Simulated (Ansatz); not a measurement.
Input and output of a self-consistent single point for a (111) slab of Cs2PdCl4 (cut from a parent of space group no. 123; 14 atoms in the cell) (Ansatz, a quantum-chemistry and plane-wave program).

Method: LDA (PW92), default PAW files made with PBE (plane waves; Ansatz).

```xyz
14
Lattice="10.6515 0.0000 0.0000 5.3258 7.0948 0.0000 0.0000 0.0000 20.5963" Properties=species:S:1:pos:R:3 pbc="T T T"
Cs    13.3144     5.7437     8.5388
Cs     7.9886     5.7437     8.5388
Pd     5.3258     2.1962     8.5388
Cl     5.3258     0.4479    10.0776
Cl     5.3258     3.9446     7.0000
Cl     7.6548     2.1962     8.5388
Cl     2.9967     2.1962     8.5388
Cs     7.9886     1.7459    12.0575
Cs     2.6629     1.7459    12.0575
Pd     5.3258     5.2933    12.0575
Cl     5.3258     3.5450    13.5963
Cl     5.3258     7.0416    10.5187
Cl     7.6548     5.2933    12.0575
Cl    13.6482     5.2933    12.0575
```

Reference input (self-consistent single point, DFT, LDA (PW92), plane waves, default PAW files made with PBE): basis.ecutwfc = 420 eV; kpoints.mp_grid.grid = 2 2 1; hamiltonian.xc = lda; hamiltonian.pseudopotentials = {kind: paw} (the program's default PAW files); scf.occupations.method = fermi_dirac; scf.occupations.width = 0.05 eV. This run's input differs from it in these lines:

Ansatz 0.2 input:
```diff
@@ -23,3 +23,3 @@
 kpoints:
-  mp_grid: { grid: [2, 2, 1] }
+  mp_grid: { grid: [3, 3, 1] }
 hamiltonian:
```

The program printed (abridged):

```
SCF iter   1: F=—  HF=-44078.944402 eV  |F-HF|=—  |Δ(HF+E_count)|=         —  Δρ=3.31e-3  dr2=1.73e-1  ethr=1.77e-3  ⟨swp⟩=10.8  Hψ=1831  notcnv=0  defer=14
all-band conjugate gradients solve this SCF's bands
preconditioner: auto → Resta (q_TF=auto, 1.799 Å⁻¹)
SCF iter   2: F=—  HF=-44078.897554 eV  |F-HF|=—  |Δ(HF+E_count)|=   4.68e-2  Δρ=1.39e-3  dr2=1.84e-2  ethr=1.35e-4  ⟨swp⟩=2.5  Hψ=520  notcnv=0  defer=22
   [... lines left out ...]
SCF iter   5: F=—  HF=-44078.895714 eV  |F-HF|=—  |Δ(HF+E_count)|=   8.00e-4  Δρ=3.91e-5  dr2=2.49e-5  ethr=2.02e-6  ⟨swp⟩=2.0  Hψ=493  notcnv=0  defer=22
SCF iter   6: F=—  HF=-44078.895717 eV  |F-HF|=—  |Δ(HF+E_count)|=   3.39e-6  Δρ=1.40e-5  dr2=2.46e-6  ethr=1.95e-8  ⟨swp⟩=2.0  Hψ=568  notcnv=0  defer=22
SCF iter   7: F=—  HF=-44078.895718 eV  |F-HF|=—  |Δ(HF+E_count)|=   1.32e-6  Δρ=3.85e-6  dr2=3.28e-7  ethr=1.92e-9  ⟨swp⟩=2.0  Hψ=474  notcnv=0  defer=22
SCF iter   8: F=-44078.895718 eV  HF=-44078.895718 eV  |F-HF|=6.82e-9  |Δ(HF+E_count)|=   6.47e-8  Δρ=1.10e-6  dr2=2.27e-8  ethr=7.81e-11  ⟨swp⟩=18.8  Hψ=1800  notcnv=0
SCF 1 converged in 8 iterations: F = -44078.895718 eV  dr2 = 2.27e-8
Free energy (F): -44078.895718 eV
Internal energy: -44078.895718 eV  (E = F + TS)
E sigma→0 (E₀):  -44078.895718 eV
Entropy (-TS):   -0.000000 eV (-0.000 meV/atom)
Fermi energy:    -2.190599 eV
--- Forces (eV/Å), atoms counted from 1 ---
  atom   1  Cs     0.25643459    -0.02020366     0.20225235
  atom   2  Cs    -0.25643459    -0.02020366     0.20225235
  atom   3  Pd     0.00000000     0.24063470    -0.08515369
  atom   4  Cl     0.00000000     0.25926731    -0.28398051
  atom   5  Cl     0.00000000    -0.35661976     0.65174552
  atom   6  Cl    -0.51804529    -0.01263069     0.14445979
  atom   7  Cl     0.51804529    -0.01263069     0.14445979
  atom   8  Cs    -0.25643459     0.02020366    -0.20225235
   [... lines left out ...]
  atom  14  Cl     0.51804529     0.01263069    -0.14445979
--- Stress (GPa, compression-positive) ---
       -0.962694       0.000000       0.000000
        0.000000      -1.060423       0.167009
        0.000000       0.167009      -0.650055
  P = ⅓ Tr σ = -0.8911 GPa (-8.911 kbar)
  The stress holds the Pulay correction. Without it, at fixed plane waves, as pw.x and ABINIT print it: P = -0.8928 GPa
```

The run converged in 8 iterations. Against the reference run the free energy is nearly the same (within 1 meV/atom), the largest force stays at 0.743 eV/Å and the gap on the mesh goes from 1.722 to 1.733 eV.

The starting cell comes from a database of computed structures (which also holds hypothetical and non-ambient phases and stackings), without a prior relaxation at this level. The slab is cut from that crystal, and its faces are unrelaxed. Its lattice was rescaled by up to half a per cent. Spin polarisation is off, though cut faces can carry moments; a gap of a slab can lie between surface states.

Cost on one core of a shared machine: roughly 30 s.
